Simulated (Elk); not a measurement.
Band structure of BaMg6Mo (P4/mmm, 8 atoms in the cell).

```
BaMg6Mo
1.0
    6.77814     0.00000     0.00000
    0.00000     6.77814     0.00000
    0.00000     0.00000     4.29517
Ba Mg Mo
1 6 1
Cartesian
  0.00000   0.00000   2.14758
  0.00000   3.38907   2.14758
  3.38907   0.00000   2.14758
  4.81350   1.96464   0.00000
  1.96464   4.81350   0.00000
  4.81350   4.81350   0.00000
  1.96464   1.96464   0.00000
  3.38907   3.38907   2.14758
```

Level of theory: Elk 10.2.4 with PBEsol, all-electron FP-LAPW, Elk's shipped species files, APW+lo basis with extra local orbitals.

Settings: xctype = 22; rgkmax = 8; swidth = 0.00183747 Ha; ngridk = 3 3 5; gmaxvr = 16 1/bohr; nxlo = 2; lorbcnd = true; lmaxi = 2; maxscl = 100.

The starting cell comes from a database of computed structures (which also holds hypothetical and non-ambient phases and stackings), without a prior relaxation at this level. Spin polarisation is off. Values depend on the basis (sphere radii, cutoffs, local orbitals), which need not be converged.

Levels in eV from the Fermi level, bands 44 to 51:
```json
[
 {"point": "Γ", "44": "-0.56", "45": "-0.24", "46": "-0.24", "47": "0.49", "48": "0.81", "49": "0.81", "50": "1.36", "51": "1.55"},
 {"point": "X", "44": "-1.06", "45": "-0.32", "46": "-0.22", "47": "0.37", "48": "0.61", "49": "0.93", "50": "1.43", "51": "2.08"},
 {"point": "M", "44": "-0.35", "45": "-0.35", "46": "-0.15", "47": "0.11", "48": "1.45", "49": "2.09", "50": "2.09", "51": "2.12"},
 {"point": "Z", "44": "-0.71", "45": "-0.33", "46": "-0.33", "47": "-0.20", "48": "-0.20", "49": "-0.06", "50": "0.67", "51": "0.92"},
 {"point": "R", "44": "-0.84", "45": "-0.84", "46": "-0.59", "47": "-0.56", "48": "0.00", "49": "0.43", "50": "0.69", "51": "1.16"},
 {"point": "A", "44": "-1.39", "45": "-0.57", "46": "-0.42", "47": "-0.28", "48": "-0.28", "49": "0.69", "50": "1.08", "51": "1.15"}
]
```

Bands cross the Fermi level along this path, so the cell is metallic at this level.
